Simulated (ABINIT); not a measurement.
Band structure of HfC (Fm-3m, 2 atoms in the cell).

```yaml
crystal:
  lattice:
    - [0.00000, 2.31714, 2.31714]
    - [2.31714, 0.00000, 2.31714]
    - [2.31714, 2.31714, 0.00000]
  atoms:
    - { symbol: Hf, position: [0.00000, 0.00000, 0.00000] }
    - { symbol: C, position: [0.50000, 0.50000, 0.50000] }
```

Computed with PBEsol, norm-conserving pseudopotentials (PseudoDojo nc-sr-04 PBEsol standard) (plane waves; ABINIT).

Settings: pseudos = [Hf.upf, C.upf]; ecut = 41 Ha; ixc = -116133; occopt = 6; tsmear = 0.00367493 Ha; ngkpt = 8 8 8; nshiftk = 1; shiftk = 0 0 0; potentials = PseudoDojo nc-sr-04 PBEsol standard; kptopt = 1; nstep = 50; toldfe1 = 1e-09 Ha; ndtset = 2.

The starting cell comes from a database of computed structures (which also holds hypothetical and non-ambient phases and stackings), without a prior relaxation at this level. Spin-orbit coupling is off.

Levels in eV from the Fermi level, bands 5 to 12:
```tsv
point	5	6	7	8	9	10	11	12
Γ	-12.29	1.10	1.10	1.10	1.41	1.41	1.41	3.45
X	-10.37	-2.54	-1.80	-0.01	-0.01	5.41	6.87	6.87
W	-9.59	-2.98	-2.68	-2.68	3.75	3.75	6.88	7.18
K	-9.69	-3.50	-2.68	-1.60	1.62	5.89	6.29	8.38
L	-8.43	-6.18	-2.99	-2.99	5.41	5.41	5.88	6.63
U	-9.69	-3.50	-2.68	-1.60	1.62	5.89	6.29	8.38
```

Bands cross the Fermi level along this path, so the cell is metallic at this level.
